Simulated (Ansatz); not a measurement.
**KTaO3, point defects**

Consider a 10-atom supercell of KTaO$_{3}$ in the cubic perovskite structure (space group Pm-3m, No. 221; a = 3.984 Å) at its relaxed geometry.

One neutral defect a cell, atoms relaxed at fixed cell.

Method: plane-wave PAW DFT at the PBEsol level (Ansatz, a program for electronic structure, 420 eV), no spin-orbit coupling, earlier PAW set.

```json
[
 {"variant": "perfect supercell", "largest displacement of a host atom from its site in the perfect cell": "–", "pressure": "0.0 GPa"},
 {"variant": "O on a K site (antisite)", "largest displacement of a host atom from its site in the perfect cell": "0.12 Å", "pressure": "-1.5 GPa"},
 {"variant": "O interstitial (started 1.99 Å from the nearest host atom)", "largest displacement of a host atom from its site in the perfect cell": "0.34 Å", "pressure": "13.1 GPa"},
 {"variant": "Ta on a K site (antisite), symmetric start", "largest displacement of a host atom from its site in the perfect cell": "0.00 Å", "pressure": "-2.4 GPa"}
]
```

Other magnetic orders, which the real material may have, were not ruled out. In so small a cell the defect repeats every few ångströms: this is an ordered compound, not a dilute defect. A case with no gap was solved on a k-mesh chosen for an insulator, which is coarse for it. Defects with a symmetric start kept the site's symmetry and may sit on a saddle; the others started slightly shaken. Seeded moments were not kept for O interstitial (started 1.99 Å from the nearest host atom). No Hubbard U is applied, and correlation can decide whether such a compound is a metal.
